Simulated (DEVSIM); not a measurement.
Schottky contact on p-type Si

Device: Schottky contact on p-type Si, at 300 K.

```
layer (left to right)  material  thickness (μm)  Na (cm⁻³)   τn (s)   τp (s)
---------------------  --------  --------------  ---------  -------  -------
1                            Si            12.0     6.4e15  0.00018  0.00018
```

Left contact: Schottky, work function 4.494 eV, emission velocity 4.5e6 cm/s. Right contact: ohmic. Voltage is applied to the left contact. Recombination: SRH at mid-gap, radiative, Auger. Gap narrowing is on: ΔEg = 6.92 meV × (l + √(l² + 0.5)), l = ln(N/1.3e17 cm⁻³), shared equally by both band edges. Mobility is constant in doping.

The device is made up for the run: typed textbook-type constants, with dimensions and the other settings drawn at random. Values at 300 K.

| parameter | Si |
|---|---|
| gap (eV) | 1.124 |
| affinity (eV) | 4.05 |
| permittivity | 11.7 |
| Nc (cm⁻³) | 2.86e19 |
| Nv (cm⁻³) | 3.1e19 |
| μn (cm²/Vs) | 1417 |
| μp (cm²/Vs) | 470 |
| B (cm³/s) | 4.7e-15 |
| Cn (cm⁶/s) | 2.8e-31 |
| Cp (cm⁶/s) | 9.9e-32 |

Simulated with DEVSIM: 1D drift-diffusion, Boltzmann statistics, complete ionisation; no tunnelling, impact ionisation, image-force lowering or self-heating. Metal contacts follow the ideal Schottky-Mott rule: no Fermi-level pinning, no interface dipoles.

```
Property                                           Result
---------------------------------------------  ----------
Potential step across the device at zero bias     0.460 V
Largest field in the device at zero bias       29000 V/cm
Dark forward voltage at 1 A/cm²                   0.257 V
Dark forward voltage at 100 A/cm²                 0.629 V
```

Dark forward current:

(V (V), J (A/cm²)): (-0.05, -0.00037); (-0.15, -0.020); (-0.25, -0.81); (-0.35, -12); (-0.45, -39); (-0.55, -72); (-0.65, -110); (-0.75, -140); (-0.85, -180); (-0.95, -220); (-1.10, -280); (-1.20, -320); (-1.30, -360); (-1.40, -390); (-1.50, -430); (-1.60, -470); (-1.70, -510); (-1.80, -550); (-1.90, -590); (-2.00, -630)

Dark reverse current:

```tsv
V (V)	J (A/cm²)
0.20	6.7e-5
0.50	7.0e-5
1.00	7.2e-5
1.50	7.4e-5
2.00	7.5e-5
3.00	7.6e-5
4.00	7.7e-5
5.00	7.8e-5
6.50	7.9e-5
8.00	7.9e-5
10.00	8.0e-5
```
